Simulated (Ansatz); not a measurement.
The reference is ZrN in the rock salt structure (space group Fm-3m, No. 225; a = 4.5531 Å; relaxed with 0.1 eV smearing). Axes: x, y, z lie along the cube axes.

Computed with PBEsol in Ansatz (plane waves to 420 eV, PAW, no spin-orbit coupling), earlier PAW set.

A first run, uniaxial strain ε_yy = +2.16 %, gives secant values C11 ≈ 510 GPa and C12 ≈ 110 GPa from its stress. A second run applies isotropic strain +1.47 %.

Q: What does linear elasticity predict for the bulk modulus −ΔP/(ΔV/V₀) in the second run, and what does the run give?

A: Linear elasticity: (C11 + 2 C12)/3 = 240 GPa. The run gives 240 GPa; any difference comes from nonlinear terms at these strains and numerical noise.

Whether these cells are dynamically stable was not tested. All final runs are without spin polarisation.

Ansatz is a first-principles code.
